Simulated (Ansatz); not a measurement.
Functionals compared on the (11-20) surface of hcp Ti in its 1x1 cell, outermost plane spacing 1.47 Å in the ideal cut, in Ansatz (plane waves, PAW). The structure was relaxed with PBE; the other rows are single points on it, each with its references at the same level. Cutoff 420 eV (500 eV for r2SCAN).

Set-up: 16 atoms, 10.3 Å thick at the start (thin: gaps and levels are the slab's own); mesh 8x8x1; 0.1 eV smearing; dipole correction on; all atoms relaxed; start symmetry kept, larger cells not searched; no spin, no spin-orbit, no U. These notes are the PBE run's.

```
functional  surface energy (J/m²)  work function of the top face (eV)           rough cost of the single point
----------  ---------------------  ----------------------------------  ---------------------------------------
PBE                          1.90                                3.27                                        –
LDA                          2.19                                3.51   about 90 core-seconds (a rough figure)
PBEsol                       2.09                                3.32                 roughly 100 core-seconds
RPBE                          [?]                                 [?]  about 110 core-seconds (a rough figure)
r2SCAN                       2.03                                3.26              very roughly 3 core-minutes
```

Question: Complete the blanks.

Answer: 
- RPBE, surface energy (J/m²): 1.74
- RPBE, work function of the top face (eV): 3.14

Ansatz is a first-principles code.
